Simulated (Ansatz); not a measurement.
An Ansatz (an electronic-structure program) run: WC with a change (C → Si); Ansatz, PBEsol, PAW, cutoff 420 eV, spin-orbit coupling left out.

Input:

Ansatz 0.2 input:
```yaml
crystal:
  lattice:
    - [3.105732261, 0, 0]
    - [-1.5528661305, 2.6896430354, 0]
    - [0, 0, 3.5088987913]
  atoms:
    - { symbol: W, position: [0, 0, 0] }
    - { symbol: Si, position: [0.3333333333, 0.6666666667, 0.5] }
basis: { ecutwfc: 420, ecutrho_ratio: 4, xc_grid: 2, fft_grid_basis: typed }
kpoints: { mp_grid: { grid: [17, 17, 13] } }
hamiltonian:
  xc: pbesol
  dispersion: none
  pseudopotentials: { kind: paw }
scf: { occupations: { method: fermi_dirac, width: 0.05 }, convergence: { dr2_threshold: 0.0000000002 } }
output: { forces: true, stress: true }
checkpoint: { write: state.ck, write_every: 1000 }
```

Output:

```
WARN ansatz: RAYON_NUM_THREADS=2 ignored (pool sized by the plan → 2); use --threads N
Pseudopotentials: kind: paw
Pseudopotential: W, paw, valence charge 14
Pseudopotential: Si, paw, valence charge 4
Functional definition: PBEsol
Crystal: 2 atoms, lattice volume = 29.311 Å³
Basis set: ecut = 420 eV, 563 PW (Γ), exchange–correlation on 48×48×48 points (8 copies of the dense FFT grid, shifted against one another)
Bands: 13, of which v1, the nominal top of the filled ones, is band 9 counted from 1 (8 counted from 0)
Symmetry: 12 space group operations
Space group: P-6m2 (ITA 187), of the structure as read, at distance tolerance 3.1e-5 Å
k-points: 231 of 3757 (time reversal used)
PAW frozen core: W, regenerated for the run's functional, and the local potential with it
PAW frozen core: Si, regenerated for the run's functional, and the local potential with it
Initial density: superposition of atomic densities (neutral atoms: chi_scale 0, normalization atom), corrected by the library's trained network
Initial wavefunctions: pseudopotential atomic-orbital guess
Eigensolver: davidson
Functional: x = pbesol(κ = 0.804, μ = 0.12345679012345678), c = pbesol(β = 0.046)
SCF iter   1: F=—  HF=-10878.341051 eV  |F-HF|=—  |Δ(HF+E_count)|=         —  Δρ=5.74e-3  dr2=6.58e-3  ethr=1.77e-3  ⟨swp⟩=5.1  Hψ=18291  notcnv=0
all-band conjugate gradients solve this SCF's bands
preconditioner: auto → none
SCF iter   2: F=—  HF=-10878.340557 eV  |F-HF|=—  |Δ(HF+E_count)|=   4.95e-4  Δρ=3.37e-3  dr2=2.49e-3  ethr=3.66e-5  ⟨swp⟩=1.0  Hψ=4851  notcnv=0
SCF iter   3: F=—  HF=-10878.340173 eV  |F-HF|=—  |Δ(HF+E_count)|=   3.83e-4  Δρ=1.51e-4  dr2=3.09e-6  ethr=1.38e-5  ⟨swp⟩=2.0  Hψ=4068  notcnv=0
SCF iter   4: F=—  HF=-10878.340182 eV  |F-HF|=—  |Δ(HF+E_count)|=   8.34e-6  Δρ=4.09e-5  dr2=2.14e-7  ethr=1.72e-8  ⟨swp⟩=2.1  Hψ=4910  notcnv=0
SCF iter   5: F=—  HF=-10878.340182 eV  |F-HF|=—  |Δ(HF+E_count)|=   4.08e-7  Δρ=2.81e-6  dr2=2.10e-9  ethr=1.19e-9  ⟨swp⟩=2.4  Hψ=4282  notcnv=0
SCF iter   6: F=-10878.340182 eV  HF=-10878.340182 eV  |F-HF|=1.82e-12  |Δ(HF+E_count)|=  1.42e-10  Δρ=5.38e-7  dr2=3.81e-11  ethr=1.11e-12  ⟨swp⟩=5.1  Hψ=11146  notcnv=0
SCF 1 converged in 6 iterations: F = -10878.340182 eV  dr2 = 3.81e-11
SCF converged after 6 iterations
Free energy (F): -10878.340182 eV
Harris-Foulkes:  -10878.340182 eV  (|F-HF|=1.82e-12)
Internal energy: -10878.334801 eV  (E = F + TS)
E sigma→0 (E₀):  -10878.337491 eV
Entropy (-TS):   -0.005381 eV (-2.691 meV/atom)
Fermi energy:    16.819610 eV
--- Per-component energies (eV) ---
  E_band       = -112.276863
  E_kinetic    = 495.600887
  E_local      = -874.500226  (includes V_loc(G=0)·N_el)
  E_nonlocal   = 29.764649
  E_hartree    = 327.673073
  E_xc         = -321.993478
  E_vxc        = -288.187405  (∫ρ·V_xc dr)
  E_paw        = -8935.464359  (= ΣΔE_a)
  E_vpaw       = -130.300901  (= ΣTr[D̂ρ^β])
  E_aug_tail   = -0.000053  (compensation charges beyond the density's cutoff)
  E_ewald      = -1599.668646
  E_core_change = 0.253353  (= ΣΔE_core)
  E_smearing   = -0.005381  (= −TS)
  E_closure    = 0.000000  (closes the sum)
  Σ components = -10878.340182   (vs F -10878.340182, Δ=0.00e0)
  [band-id]    e_kinetic+e_local+e_nonlocal+2·e_hartree+e_vxc+e_vpaw+e_augmentation_tail = -112.276903   (vs E_band -112.276863, Δ=-4.03e-5)
--- Forces (eV/Å), atoms counted from 1 ---
  atom   1  W     -0.00000000    -0.00000000    -0.00000000
  atom   2  Si    -0.00000000     0.00000000    -0.00000000
  max |Σ_I F_I| component: 5.55e-17 eV/Å
--- Stress (GPa, compression-positive) ---
       -0.000562      -0.000000      -0.000000
       -0.000000      -0.000562      -0.000000
       -0.000000      -0.000000      -0.000218
  P = ⅓ Tr σ = -0.0004 GPa (-0.004 kbar)
  The stress holds the Pulay correction. Without it, at fixed plane waves, as pw.x and ABINIT print it: P = -0.0472 GPa
  The stress includes an estimate of the error left by incomplete SCF convergence (largest component 0.0000 GPa).
--- Band table ---
  band table: none
```

Whether these cells are dynamically stable was not tested. The final runs are not spin-polarised. The cell was made from WC by this change: C → Si; the result is a hypothetical phase, not in the database extracts checked.
